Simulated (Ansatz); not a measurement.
An Ansatz (an electronic-structure program) run: Cs2AgBiBr6; PBE (Ansatz), without spin-orbit coupling.

Input:

Ansatz 0.2 input:
```yaml
crystal:
  lattice:
    - [0, 5.7384823763, 5.7384823763]
    - [5.7384823763, 0, 5.7384823763]
    - [5.7384823763, 5.7384823763, 0]
  atoms:
    - { symbol: Cs, position: [0.25, 0.25, 0.25] }
    - { symbol: Cs, position: [0.75, 0.75, 0.75] }
    - { symbol: Ag, position: [0.5, 0.5, 0.5] }
    - { symbol: Bi, position: [0, 0, 0] }
    - { symbol: Br, position: [0.7486288739, 0.2513711261, 0.2513711261] }
    - { symbol: Br, position: [0.2513711261, 0.7486288739, 0.7486288739] }
    - { symbol: Br, position: [0.2513711261, 0.7486288739, 0.2513711261] }
    - { symbol: Br, position: [0.7486288739, 0.2513711261, 0.7486288739] }
    - { symbol: Br, position: [0.2513711261, 0.2513711261, 0.7486288739] }
    - { symbol: Br, position: [0.7486288739, 0.7486288739, 0.2513711261] }
basis: { ecutwfc: 420, ecutrho_ratio: 4, xc_grid: 2, fft_grid_basis: typed }
kpoints: { mp_grid: { grid: [5, 5, 5] } }
hamiltonian:
  xc: pbe
  dispersion: none
  pseudopotentials: { kind: paw }
scf: { occupations: { method: fermi_dirac, width: 0.05 }, convergence: { dr2_threshold: 0.000000001 } }
output: { forces: true, stress: true }
checkpoint: { write: state.ck, write_every: 1000 }
```

Output (explanatory and most iteration lines left out):

```
Pseudopotential: Cs, paw, valence charge 9
Pseudopotential: Ag, paw, valence charge 19
Pseudopotential: Bi, paw, valence charge 15
Pseudopotential: Br, paw, valence charge 7
Crystal: 10 atoms, lattice volume = 377.939 Å³
Basis set: ecut = 420 eV, 7391 PW (Γ), exchange–correlation on 120×120×120 points (8 copies of the dense FFT grid, shifted against one another)
Bands: 57, of which v1, the nominal top of the filled ones, is band 47 counted from 1 (46 counted from 0)
Symmetry: 48 space group operations
Space group: Fm-3m (ITA 225), of the structure as read, at distance tolerance 7.2e-5 Å
k-points: 10 of 125
Functional: x = pbe(κ = 0.804, μ = 0.2195149727645171), c = pbe(β = 0.06672455060314922)
SCF iter   1: F=—  HF=-48039.168313 eV  |F-HF|=—  |Δ(HF+E_count)|=         —  Δρ=6.82e-4  dr2=1.29e-3  ethr=1.77e-3  ⟨swp⟩=11.2  Hψ=2878  notcnv=0  defer=13
SCF iter   2: F=—  HF=-48039.173417 eV  |F-HF|=—  |Δ(HF+E_count)|=   5.10e-3  Δρ=3.25e-4  dr2=5.55e-4  ethr=1.37e-6  ⟨swp⟩=3.0  Hψ=1499  notcnv=0  defer=20
SCF 1 converged in 8 iterations: F = -48039.173589 eV  dr2 = 5.61e-10
SCF converged after 8 iterations
Free energy (F): -48039.173589 eV
Internal energy: -48039.173589 eV  (E = F + TS)
E sigma→0 (E₀):  -48039.173589 eV
Entropy (-TS):   -0.000000 eV (-0.000 meV/atom)
Fermi energy:    4.265396 eV
--- Forces (eV/Å), atoms counted from 1 ---
  atom   1  Cs    -0.00000000     0.00000000     0.00000000
  atom   2  Cs    -0.00000000    -0.00000000     0.00000000
  atom   3  Ag     0.00000000    -0.00000000    -0.00000000
  atom   4  Bi    -0.00000000     0.00000000    -0.00000000
  atom   5  Br     0.00021699    -0.00000000    -0.00000000
  atom   6  Br    -0.00021699     0.00000000     0.00000000
  atom   7  Br     0.00000000     0.00021699    -0.00000000
  atom   8  Br    -0.00000000    -0.00021699    -0.00000000
  atom   9  Br     0.00000000     0.00000000     0.00021699
  atom  10  Br    -0.00000000     0.00000000    -0.00021699
--- Stress (GPa, compression-positive) ---
        0.001848       0.000000      -0.000000
       -0.000000       0.001848       0.000000
       -0.000000      -0.000000       0.001848
  P = ⅓ Tr σ = 0.0018 GPa (0.018 kbar)
```

With Bi present, leaving out spin-orbit coupling can change the band edges. No phonon test of stability was made. The cell is Cs$_{2}$AgBiBr$_{6}$ (space group Fm-3m, No. 225).
